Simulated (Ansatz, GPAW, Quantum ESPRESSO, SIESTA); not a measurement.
Code comparison for Mg3Zn (P1, 4 atoms in the cell)

Self-consistent single point, at a second geometry (atoms moved at random). First geometry:

```xyz
4
Lattice="4.2755 0.0000 0.0000 0.0000 4.2755 0.0000 0.0000 0.0000 4.2755" Properties=species:S:1:pos:R:3 pbc="T T T"
Mg     2.1378     2.1378     0.0000
Mg     0.0000     2.1378     2.1378
Mg     2.1378     0.0000     2.1378
Zn     0.0000     0.0000     0.0000
```

Second geometry:
```xyz
4
Lattice="4.2755 0.0000 0.0000 0.0000 4.2755 0.0000 0.0000 0.0000 4.2755" Properties=species:S:1:pos:R:3 pbc="T T T"
Mg     2.1712     2.1591     0.0308
Mg     0.0092     2.1577     2.1339
Mg     2.1321     0.0025     2.1664
Zn    -0.0369    -0.0438    -0.0556
```

Shared settings, as Ansatz (a program for electronic structure) writes them: kpoints.mp_grid.grid = 6 6 6; scf.occupations.method = fermi_dirac; scf.occupations.width = 0.05 eV. Potentials and cutoffs stand in the table.

| code | model | ΔF from the first geometry (meV/atom) | pressure (GPa) | largest force (eV/Å) | cutoff |
|---|---|---|---|---|---|
| Ansatz | LDA (PW92), PAW files made with PBE | 2.9 | -1.37 | 0.161 | 420 eV |
| Quantum ESPRESSO | LDA (PZ), GBRV 1.5 ultrasoft (LDA) pseudopotentials | 2.9 | -1.57 | 0.161 | 50 Ry |
| SIESTA | LDA PW92, numerical atomic orbitals DZP, PseudoDojo LDA standard norm-conserving potentials (rewritten from UPF to PSML) | 4.2 | -0.15 | 0.245 | grid 400 Ry |
| GPAW | LDA (Perdew-Wang 92), GPAW PAW datasets LDA (gpaw-data 1.0.1) | 2.9 | -1.37 | 0.160 | 850 eV |

Size of the force on each atom (eV/Å): Sizes of forces hide their directions.

```json
[
 {"code": "Ansatz", "Mg1": "0.159", "Mg2": "0.084", "Mg3": "0.075", "Zn4": "0.161"},
 {"code": "Quantum ESPRESSO", "Mg1": "0.159", "Mg2": "0.084", "Mg3": "0.075", "Zn4": "0.161"},
 {"code": "SIESTA", "Mg1": "0.218", "Mg2": "0.126", "Mg3": "0.123", "Zn4": "0.245"},
 {"code": "GPAW", "Mg1": "0.159", "Mg2": "0.084", "Mg3": "0.074", "Zn4": "0.160"}
]
```

The spread over the programs that give each value: ΔF from the first geometry within 1.3 meV/atom; pressure within 1.42 GPa; largest force within 0.085 eV/Å.

SIESTA uses small atom-centred bases, whose incompleteness enters pressures, forces and empty levels differently from a plane-wave cutoff. Ansatz's pressure is given at a fixed set of plane waves, as the other plane-wave codes print theirs. The same LDA comes in different parametrisations, which differ slightly. In the pressure, SIESTA (by 1.23) lies more than 1 GPa from the median of the plane-wave programs. In the force vectors, SIESTA (by 0.084) lies more than 0.08 eV/Å from the median of the plane-wave programs.

The starting cell comes from a database of computed structures (which also holds hypothetical and non-ambient phases and stackings), without a prior relaxation at this level. For this run, on top of that: atoms moved at random.

Left out of this page: ABINIT (with a known weakness of the program); CP2K (unsound by tests on forces, stress, charge or solver warnings); FLEUR (stopped by limits of time or memory).

Keys are those of Ansatz 0.2.
